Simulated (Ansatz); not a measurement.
Response to strain in Al2O3

The reference is Al₂O₃ in the corundum structure (space group R-3c, No. 167; a = 4.7292 Å, c = 12.8916 Å (hexagonal axes)). Axes: x lies along a and z along c of the hexagonal cell.

Strains are applied to the cell and any free atomic positions relax.

Calculations: LDA/PAW in Ansatz (a program for electronic structure), scalar-relativistic without spin-orbit coupling.

```json
[
 {"variant": "base", "band gap": "6.43 eV", "electron mass": "0.43 mₑ along c, 0.39 mₑ across (at Γ)", "volume per atom": "8.32 Å³"},
 {"variant": "uniaxial strain ε_zz = +0.75 %", "band gap": "6.36 eV", "electron mass": "0.41 mₑ along z, 0.39 mₑ across (at Γ)", "volume per atom": "8.39 Å³"},
 {"variant": "uniaxial strain ε_zz = +1.50 %", "band gap": "6.25 eV", "electron mass": "0.39 mₑ (at Γ)", "volume per atom": "8.45 Å³"},
 {"variant": "uniaxial strain ε_zz = +2.25 %", "band gap": "6.14 eV", "electron mass": "0.39 mₑ (at Γ)", "volume per atom": "8.51 Å³"},
 {"variant": "uniaxial strain ε_zz = +3.00 %", "band gap": "___", "electron mass": "0.39 mₑ (at Γ)", "volume per atom": "8.57 Å³"}
]
```

**Question.** What belongs in the blanks?

**Answer.** 
- uniaxial strain ε_zz = +3.00 %, band gap: 6.03 eV

Effective masses come from finite differences of ±0.01 Å⁻¹. Gaps are Kohn–Sham eigenvalue differences; semilocal functionals usually give less than the measured gap. Stability against distortions was not tested.
